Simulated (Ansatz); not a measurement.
Start from WP2 (space group C2/m, No. 12; a = 8.457 Å, b = 3.148 Å, c = 7.449 Å, α = 90.00°, β = 119.22°, γ = 90.00°).

Computed with PBEsol (Ansatz, a quantum-chemistry and plane-wave program; PAW; 420 eV plane waves; without spin-orbit coupling).

Base values:

* **Volume per atom**: 14.42 Å³
* **Band gap**: zero

Modification: Sb takes the place of P on all its sites, then cell and atoms are relaxed.

Question: What happens to the volume per atom?

Answer: The volume per atom rises by 6.60 Å³, from 14.42 Å³ to 21.02 Å³.

Question: What happens to the band gap?

Answer: The band gap remains zero.

Stability against distortions was not tested. As relaxed here, WSb2 is a hypothetical phase, not in the database extracts checked. All final runs are without spin polarisation.
